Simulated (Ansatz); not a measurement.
A calculation on Ta2N (P-3m1, No. 164, 3 atoms in the cell; start mp-10196) returned lattice constant a 3.064 Å, lattice parameter c 4.891 Å, equilibrium volume per atom 13.26 Å³/atom.

### Question
Which level of theory produced these numbers?
(A) PBE-D4 (Ansatz, a first-principles code)
(B) r²SCAN+rVV10 (Ansatz)
(C) PBEsol (Ansatz)
(D) HSE06 (Ansatz)

### Answer
B, r²SCAN+rVV10 (Ansatz)

The others give: PBEsol 3.078 Å, 4.825 Å, 13.20 Å³/atom; HSE06 3.081 Å, 4.849 Å, 13.29 Å³/atom; PBE-D4 3.088 Å, 4.860 Å, 13.38 Å³/atom.

Unless a cell is named, each level is at its own relaxed cell (HSE06 13.29, PBE-D4 13.38, PBEsol 13.20, r²SCAN+rVV10 13.26 Å³/atom).

Caveats: exact exchange on metals is sensitive to the k mesh and can open a false gap (HSE06); the relaxation could not lower the start's symmetry, so the cell can be a saddle point above a distorted one (PBEsol, HSE06, PBE-D4, r²SCAN+rVV10); the run warned that the count of filled bands differs between k points (HSE06). Ansatz's density-functional and Hartree–Fock values are scalar-relativistic unless marked +SOC, with PAW data made under PBE.

A start named mp-… is a Materials Project structure, which need not be a measured phase.
